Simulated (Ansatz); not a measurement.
An Ansatz (a program for electronic structure) run: Ti with a change (pressure 30 GPa); plane-wave PAW DFT at the PBE level (Ansatz, 420 eV), without spin-orbit coupling, earlier PAW set.

Input:

Ansatz 0.2 input:
```yaml
crystal:
  lattice:
    - [2.8297524594, 0, 0]
    - [-1.4148762297, 2.4506375163, 0]
    - [0, 0, 4.4920849736]
  atoms:
    - { symbol: Ti, position: [0.3333333333, 0.6666666667, 0.75] }
    - { symbol: Ti, position: [0.6666666667, 0.3333333333, 0.25] }
basis: { ecutwfc: 420, ecutrho_ratio: 4, xc_grid: 2, fft_grid_basis: typed }
kpoints: { mp_grid: { grid: [18, 18, 10] } }
hamiltonian:
  xc: pbe
  dispersion: none
  pseudopotentials: { azcp: { folder: ./paw }, kind: paw }
scf: { occupations: { method: fermi_dirac, width: 0.05 } }
relax: { f_tol: 0.01, max_steps: 60, cell: { stress_tol: 0.02, p_target: 30.0 } }
output: { forces: true, stress: true }
checkpoint: { write: state.ck, write_every: 1000 }
```

Output (explanatory and most iteration lines left out):

```
Relaxation: its limit of steps is 60 (relax.max_steps)
Pseudopotential: Ti, paw, valence charge 12
Crystal: 2 atoms, lattice volume = 31.151 Å³
Basis set: ecut = 420 eV, 615 PW (Γ), exchange–correlation on 40×40×64 points (8 copies of the dense FFT grid, shifted against one another)
Bands: 16, of which v1, the nominal top of the filled ones, is band 12 counted from 1 (11 counted from 0)
Symmetry: 24 space group operations
Space group: P63/mmc (ITA 194), of the structure as read, at distance tolerance 3.1e-5 Å
k-points: 222 of 3240
Functional: x = pbe(κ = 0.804, μ = 0.2195149727645171), c = pbe(β = 0.06672455060314922)
SCF iter   1: F=—  HF=-4999.539889 eV  |F-HF|=—  |Δ(HF+E_count)|=         —  Δρ=5.87e-2  dr2=1.07e0  ethr=3.10e-3  ⟨swp⟩=4.0  Hψ=14285  notcnv=0
SCF iter   2: F=—  HF=-4999.275842 eV  |F-HF|=—  |Δ(HF+E_count)|=   2.64e-1  Δρ=3.02e-2  dr2=2.95e-1  ethr=3.10e-3  ⟨swp⟩=2.3  Hψ=6651  notcnv=0
SCF 1 converged in 6 iterations: F = -4999.189417 eV  dr2 = 3.35e-9
relax step   1: F+E_penalty+E_count = -4999.18941688 eV  Δ(F+E_penalty+E_count) = +0.000e0 eV  max|allowed force component| = 3.886e-16 eV/Å  Δτ_max = 0.0000 Å  P = +15.000 GPa  Ω = 31.151 Å³  (6 SCF iters, dr2 threshold 1.00e-7 eV, accepted)
[... steps on the carried basis left out ...]
relax step   9: F+E_penalty+E_count = -4998.85183829 eV  Δ(F+E_penalty+E_count) = -4.404e-6 eV  max|allowed force component| = 2.220e-16 eV/Å  Δτ_max = 0.0000 Å  P = +30.001 GPa  Ω = 28.704 Å³  stress off target by 7.09e-4 GPa  SCF on the basis re-selected at this cell (its energy is not comparable with the rows above)  (8 SCF iters)
SCF converged after 8 iterations
Free energy (F): -4998.851838 eV
Internal energy: -4998.836178 eV  (E = F + TS)
E sigma→0 (E₀):  -4998.844008 eV
Entropy (-TS):   -0.015660 eV (-7.830 meV/atom)
Fermi energy:    16.544393 eV
--- Forces (eV/Å), atoms counted from 1 ---
  atom   1  Ti    -0.00000000     0.00000000     0.00000000
  atom   2  Ti    -0.00000000    -0.00000000    -0.00000000
--- Stress (GPa, compression-positive) ---
       30.000575       0.000000       0.000000
        0.000000      30.000575      -0.000000
        0.000000      -0.000000      30.000709
  P = ⅓ Tr σ = 30.0006 GPa (300.006 kbar)
--- Relaxed structure (7 steps of the walk, 7 accepted, 2 SCFs on fresh bases) ---
  cell:  # Å, volume = 28.7043 Å³
    - [2.750821808354562, -1.6168179787003685e-33, 2.7650026483839557e-18]
    - [-1.375410904177281, 2.3822815673192994, -1.3825013241919788e-18]
    - [4.389298013475988e-18, -1.650452354861195e-33, 4.380171589550106]
  atoms:
    - { symbol: Ti, position: [0.33333333333333337, 0.6666666666666667, 0.75] }
    - { symbol: Ti, position: [0.6666666666666667, 0.33333333333333337, 0.24999999999999997] }
```

Load acts through the strain it causes; cell and atoms are relaxed under it. Whether these cells are dynamically stable was not tested. No other phases were tried under pressure. The final runs are not spin-polarised. The cell was made from Ti in the hcp (Mg type) structure (space group P6_3/mmc, No. 194) by this change: pressure 30 GPa.
